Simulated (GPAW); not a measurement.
GPAW run on a (111) slab of Ca (cut from a parent of space group no. 225; 3 atoms in the cell): self-consistent single point.

Method of the run: PBEsol, GPAW PAW datasets PBEsol (made by gpaw-setup) (plane waves; GPAW).

```
CELL_PARAMETERS angstrom
      3.95749     0.00000     0.00000
      1.97875     3.42729     0.00000
      0.00000     0.00000    20.46258
ATOMIC_POSITIONS crystal
  Ca 0.00000 0.00000 0.34209
  Ca 0.33333 0.33333 0.50000
  Ca 0.66667 0.66667 0.65791
```

Reference input (self-consistent single point, DFT PBEsol, plane waves, GPAW PAW datasets PBEsol (made by gpaw-setup)): mode = pw; ecut = 550 eV; xc = PBEsol; kpts = 5 5 1; mesh shift (steps) = 0 0 0; occupations.name = methfessel-paxton; occupations.width = 0.1 eV; occupations.order = 0; nbands = -9; symmetry.symmorphic = false; symmetry.tolerance = 0.0005; maxiter = 100. This run's input differs from it in these lines:

```diff
@@ -15,3 +15,3 @@
             xc='PBEsol',
-            kpts=(5, 5, 1),
+            kpts=(13, 13, 1),
             occupations={'name': 'methfessel-paxton', 'width': 0.1, 'order': 0},
```

Log, with long lists cut:

```
     iter     time        total  log10-change:
                         energy   eigst   dens
iter:   1 --:--:--    -5.162004
iter:   2 --:--:--    -5.728303   -0.59  -1.44
iter:   3 --:--:--    -5.839998   -1.05  -1.42
iter:   4 --:--:--    -5.840549   -1.45  -1.44
iter:   5 --:--:--    -5.935872   -1.83  -1.52
iter:   6 --:--:--    -5.812103   -2.25  -1.54
iter:   7 --:--:--    -5.864516   -2.21  -1.80
iter:   8 --:--:--    -5.834701   -2.96  -1.96
iter:   9 --:--:--    -5.821916   -3.21  -2.18
iter:  10 --:--:--    -5.820244c  -3.87  -2.27
iter:  11 --:--:--    -5.817983c  -3.72  -2.31
iter:  12 --:--:--    -5.818112c  -4.47  -2.88
iter:  13 --:--:--    -5.818103c  -4.87  -2.98
iter:  14 --:--:--    -5.818082c  -4.51  -3.07
   [... 3 lines left out ...]
iter:  18 --:--:--    -5.818045c  -6.52  -3.74
iter:  19 --:--:--    -5.818039c  -6.62  -3.80
iter:  20 --:--:--    -5.818041c  -6.92  -3.83
iter:  21 --:--:--    -5.818043c  -7.10  -3.99
iter:  22 --:--:--    -5.818050c  -6.99  -4.04c
iter:  23 --:--:--    -5.818049c  -7.80c -4.23c
Converged after 23 iterations.

Dipole moment: (0.047553, 0.027455, 0.000000) |e|*Ang

Energy contributions relative to reference atoms: (reference = -55462.657738)

Kinetic:         -2.884028
Potential:       +8.367864
External:        +0.000000
XC:              -9.816472
Entropy (-ST):   -0.027115
Local:           -1.471856
SIC:             +0.000000
--------------------------
Free energy:     -5.831606
Extrapolated:    -5.818049

Showing only first 2 kpts
 Kpt  Band  Eigenvalues  Occupancy
  0    13     -2.98740    2.00000
  0    14     -1.83065    2.00000
  0    15     -0.08398    1.89898
  0    16      0.52986    0.00000

  1    13     -2.90272    2.00000
  1    14     -1.74684    2.00000
  1    15     -0.05843    1.79897
  1    16      0.56962    0.00000

Fermi level: 0.03198

No gap
No difference between direct/indirect transitions
Energy (eV): -5.818049

Forces in eV/Ang:
  0 Ca    0.00000   -0.00000    0.15922
  1 Ca    0.00000    0.00000   -0.00000
  2 Ca    0.00000    0.00000   -0.15922

Stress tensor:
     0.003874     0.000000     0.000000
     0.000000     0.003874     0.000000
     0.000000     0.000000     0.003724
Stress (GPa, Voigt): [0.6207 0.6207 0.5967 0.     0.     0.    ]
```

The run converged in 23 iterations. GPAW prints stress with tension positive. Against the reference run the free energy drops by 7.9 meV/atom and the largest force goes from 0.202 to 0.159 eV/Å.

The starting cell has typed, rounded lattice constants, without a prior relaxation at this level. The slab is cut from that crystal, and its faces are unrelaxed. Its lattice was rescaled by up to half a per cent.

Cost on one core of a shared machine: roughly 2 min.
